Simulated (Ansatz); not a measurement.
Base system: TiO2 in the anatase structure (space group I4_1/amd, No. 141; a = 3.7698 Å, c = 9.5517 Å). Axes: x, y, z lie along a, b, c of the conventional cell.

Level of theory: DFT with PBEsol, PAW potentials and a 420 eV plane-wave cutoff in Ansatz (a first-principles code), without spin-orbit coupling.

For the base:

| Item | Result |
|---|---|
| Band gap | 2.11 eV |
| Gap character | indirect, Γ–X (87 % along) → Γ |

It is then changed as follows: tensile biaxial strain of 3.00 % in the plane normal to [001], as in epitaxy on a mismatched substrate; the out-of-plane cell vector and the atoms relax.

### Question
What happens to the ratio −ε⊥/ε∥, band gap and gap character?

### Answer
The ratio −ε⊥/ε∥ amounts to 1.30; the band gap falls by 0.242 eV, from 2.11 eV to 1.86 eV; the gap character stays indirect, Γ–X (87 % along) → Γ.

Whether these cells are dynamically stable was not tested. The final runs are not spin-polarised.
